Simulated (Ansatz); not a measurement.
hypothetical fluorite ZrSe2 with two functionals, uniaxial strain ε_zz = +2.63 %

Consider ZrSe₂ in the fluorite structure (space group Fm-3m, No. 225; a = 6.596 Å; a hypothetical phase, not in the database extracts checked; relaxed with 0.1 eV smearing). Axes: x, y, z lie along the cube axes.

(Cell as relaxed with PBE.)

Levels (all Ansatz, a program for electronic structure, PAW): PBE (420 eV, no spin-orbit coupling); PBEsol (420 eV, scalar-relativistic without spin-orbit coupling).

Each level relaxes its own structure.

| base | PBE | PBEsol |
|---|---|---|
| volume per atom | 23.91 Å³ | 22.96 Å³ |
| lattice parameter a | 6.596 Å | 6.507 Å |
| band gap | zero | zero |

Perturbation: the cell is stretched by 2.63 % along z with no lateral relaxation; the atoms relax in the strained cell.

```tsv
quantity	PBE	PBEsol
energy relative to the base (free energy F)	+7.8 meV/atom	+7.8 meV/atom
pressure (mean of the normal stresses, compression positive)	-2.1 GPa	-2.3 GPa
shortest interatomic distance	2.881 Å	2.842 Å
```

PBE's pressure lies 0.2 GPa above PBEsol's; PBE's shortest interatomic distance lies 0.039 Å above PBEsol's (1.4 %); the two agree on the energy relative to the base. Neither level is exact; PBEsol is the comparison here, not a measurement.

No phonon test of stability was made. All final runs are without spin polarisation.
